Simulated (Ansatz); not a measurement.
Defect migration in alpha quartz: interstitial Na, charge state +1. All values below come from HSE06, atoms relaxed with HSE06 at the PBE lattice, PAW (plane waves to 420 eV; Ansatz, an electronic-structure program).

Cell of 243 host sites held at the relaxed PBE lattice; the Γ point alone; Fermi-Dirac width 0.01 eV, spin-restricted; finite-size errors left in. No zero-point or tunnelling terms. The charge state is imposed; whether it is stable for some Fermi level was not computed. Sites that were not tried may lie lower.

The step: a concerted move, in which Na travels most. Atoms about the jump, Cartesian Å from the middle of the jump, before and after:

```json
[
 {"atom": "Na1", "x0": "-0.07", "y0": "-0.04", "z0": "0.92", "x1": "0.07", "y1": "0.04", "z1": "-0.92"},
 {"atom": "O2", "x0": "-0.01", "y0": "1.78", "z0": "-0.68", "x1": "0.14", "y1": "2.22", "z1": "-0.77"},
 {"atom": "O3", "x0": "-1.99", "y0": "0.98", "z0": "0.77", "x1": "-1.54", "y1": "0.90", "z1": "0.68"},
 {"atom": "O4", "x0": "0.17", "y0": "-1.72", "z0": "-0.86", "x1": "0.14", "y1": "-2.13", "z1": "-1.08"},
 {"atom": "O5", "x0": "1.78", "y0": "-1.19", "z0": "1.08", "x1": "1.40", "y1": "-1.00", "z1": "0.86"},
 {"atom": "Si6", "x0": "-1.42", "y0": "2.29", "z0": "-0.03", "x1": "-1.27", "y1": "2.38", "z1": "0.03"},
 {"atom": "Si7", "x0": "1.41", "y0": "-2.36", "z0": "-0.01", "x1": "1.34", "y1": "-2.40", "z1": "0.01"},
 {"atom": "O8", "x0": "-1.59", "y0": "-0.67", "z0": "-2.53", "x1": "-1.54", "y1": "-0.82", "z1": "-2.52"},
 {"atom": "O9", "x0": "1.48", "y0": "0.92", "z0": "2.52", "x1": "1.37", "y1": "1.04", "z1": "2.53"},
 {"atom": "Si10", "x0": "-1.18", "y0": "-2.02", "z0": "-1.75", "x1": "-1.27", "y1": "-2.30", "z1": "-1.88"},
 {"atom": "Si11", "x0": "2.63", "y0": "-0.05", "z0": "1.88", "x1": "2.34", "y1": "0.01", "z1": "1.75"}
]
```

### Question
Predict the transition state.

### Answer

```tsv
atom	x	y	z
Na1	0.00	-0.01	0.00
O2	0.03	2.05	-0.74
O3	-1.79	1.00	0.74
O4	0.21	-1.97	-1.01
O5	1.60	-1.16	1.00
Si6	-1.39	2.40	0.00
Si7	1.41	-2.44	0.00
O8	-1.54	-0.73	-2.51
O9	1.40	0.97	2.51
Si10	-1.20	-2.17	-1.83
Si11	2.47	-0.04	1.83
```
It lies 0.11 eV above the start and 0.11 eV above the end. The saddle point's order was not checked, and it lies on a symmetry element of the cell, where a band can be held.
